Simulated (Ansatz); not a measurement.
Base system: LaAs in the rock salt structure (space group Fm-3m, No. 225; a = 6.201 Å; a model cell).

Method: DFT with r2SCAN, PAW potentials and a 500 eV plane-wave cutoff in Ansatz (a quantum-chemistry and plane-wave program), no SOC.

Before the change:

- Band gap = 0.08 eV
- Density = 5.96 g/cm³

Modification: cell and atoms relaxed at a pressure of 30 GPa.

### Question
What does the calculation give for the band gap and density after the change?

### Answer
The band gap becomes zero (base: 0.08 eV); the density goes up by 1.767 g/cm³ to 7.72 g/cm³.

Load acts through the strain it causes; cell and atoms are relaxed under it. Stability against distortions was not tested. Competing high-pressure phases were not computed. All final runs are without spin polarisation. The zero or small gap of LaAs can change with the level of theory.
